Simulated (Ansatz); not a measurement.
Base system: AlN in the wurtzite structure (space group P6_3mc, No. 186; a = 3.107 Å, c = 4.978 Å). Axes: x lies along a and z along c of the hexagonal cell.

Calculations: r2SCAN (Ansatz, a program for electronic structure), no SOC.

For the base:

Band gap: 4.88 eV
Volume per atom: 10.40 Å³

Modification: compressive biaxial strain of 2.97 % in the plane normal to [001], as in epitaxy on a mismatched substrate; the out-of-plane cell vector and the atoms relax.

**Question.** How does this affect the in-plane stress, band gap and volume per atom?

**Answer.** The mean in-plane stress (compression positive) comes out as +16.4 GPa; the band gap rises by 0.42 eV, from 4.88 eV to 5.30 eV; the volume per atom decreases by 0.46 Å³, from 10.40 Å³ to 9.94 Å³.

Stability against distortions was not tested.
